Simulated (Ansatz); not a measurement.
Start from Bi in the diamond structure (space group Fd-3m, No. 227; a = 7.165 Å; a hypothetical phase, not in the database extracts checked).

One thing is altered: cell and atoms relaxed at a pressure of 1.5 GPa.

Levels (all Ansatz, an electronic-structure program, PAW): PBEsol (420 eV, no spin-orbit coupling); PBEsol+SOC (420 eV, spin-orbit coupling included).

The geometry is relaxed with PBEsol.

```
Property          Result
---------------  -------
PBEsol pressure  1.5 GPa
```

### Question
How does going to PBEsol+SOC change the pressure?

### Answer
The pressure increases by 0.9 GPa, from 1.5 GPa to 2.4 GPa.

Single points use the geometry relaxed with PBEsol. Differences between runs with and without spin-orbit coupling are approximate. Load acts through the strain it causes; cell and atoms are relaxed under it. No phonon test of stability was made.
